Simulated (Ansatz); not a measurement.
The parent structure is Mo in the bcc (W type) structure (space group Im-3m, No. 229; a = 3.151 Å; relaxed with 0.1 eV smearing). Axes: x, y, z lie along the cube axes.

Computed with Ansatz (an electronic-structure program) r2SCAN, without spin-orbit coupling.

Base values:

The band gap is zero. The shortest interatomic distance comes out as 2.729 Å.

Modification: a pure shear with ε_xy = ε_yx = 0.0171; the atoms relax in the strained cell.

**Question.** What does the calculation give for the stress, energy relative to the base, band gap and shortest interatomic distance after the change?

**Answer.** The stress (xx, yy, zz, yz, xz, xy; compression positive) is (0.2, 0.2, 0.3, 0.0, 0.0, -3.6) GPa; the energy grows by 6.0 meV/atom; the band gap is still zero; the shortest interatomic distance drops by 0.031 Å to 2.698 Å.

Whether these cells are dynamically stable was not tested. All final runs are without spin polarisation.
